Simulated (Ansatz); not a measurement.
Start from MoSi2 (space group I4/mmm, No. 139; a = 3.1903 Å, c = 7.8225 Å; relaxed with 0.1 eV smearing). Axes: x, y, z lie along a, b, c of the conventional cell.

The values are results of DFT with PBEsol, PAW potentials and a 420 eV plane-wave cutoff in Ansatz (a program for electronic structure), spin-orbit coupling left out, earlier PAW set, not measurements.

Now apply this change: the cell is stretched by 2.72 % along z with no lateral relaxation; the atoms relax in the strained cell.

Problem. Predict the stress tensor and what it implies for the stiffness.

Solution. Stress of the strained cell less that of the base (GPa, compression positive):
```
   -2.4     0.0     0.0
    0.0    -2.4     0.0
    0.0     0.0   -12.4
```

Then −Δσ_ii/ε with ε = 0.0272 gives secant stiffness values (nonlinear terms included at this strain): C33 ≈ 456 GPa, C13 ≈ 90 GPa and C23 ≈ 90 GPa.

As a check, the harmonic strain energy −½ V₀ Δσ:ε is 14 meV/atom; the computed energy rise is 15 meV/atom.

No phonon test of stability was made. The final runs are not spin-polarised.
